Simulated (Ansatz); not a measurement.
Start from BeS in the zinc blende structure (space group F-43m, No. 216).

```yaml
crystal:
  lattice:
    - [0.00000, 2.41904, 2.41904]
    - [2.41904, 0.00000, 2.41904]
    - [2.41904, 2.41904, 0.00000]
  atoms:
    - { symbol: Be, position: [0.00000, 0.00000, 0.00000] }
    - { symbol: S, position: [0.25000, 0.25000, 0.25000] }
```

Cartesian axes are those of the cell as printed.

Calculations: PBEsol in Ansatz (plane waves to 420 eV, PAW, no spin-orbit coupling).

Strains are applied to the cell and any free atomic positions relax; under biaxial strain the out-of-plane vector relaxes too.

One change was made to it. Results:

The band gap shrinks by 0.354 eV (2.91 eV → 2.55 eV); the energy increases by 13 meV/atom; the electron mass goes from 0.80 mₑ along k, 0.28 mₑ across (at X) to 0.74 mₑ along k, 0.30 mₑ across (at X).

Question: Which change produced these results?
(A) biaxial strain −2.00 %, plane normal [001], relaxed out of plane
(B) biaxial strain +2.50 %, plane normal [001], relaxed out of plane
(C) biaxial strain +3.00 %, plane normal [001], relaxed out of plane

Answer: C, biaxial strain +3.00 %, plane normal [001], relaxed out of plane. For comparison, the band gap in the other runs: biaxial strain +2.50 %, plane normal [001], relaxed out of plane gives 2.61 eV; biaxial strain −2.00 %, plane normal [001], relaxed out of plane gives 2.69 eV.

Effective masses come from finite differences of ±0.01 Å⁻¹. Along k means along the line from Γ to the band edge. Whether these cells are dynamically stable was not tested.

Ansatz is a first-principles code.
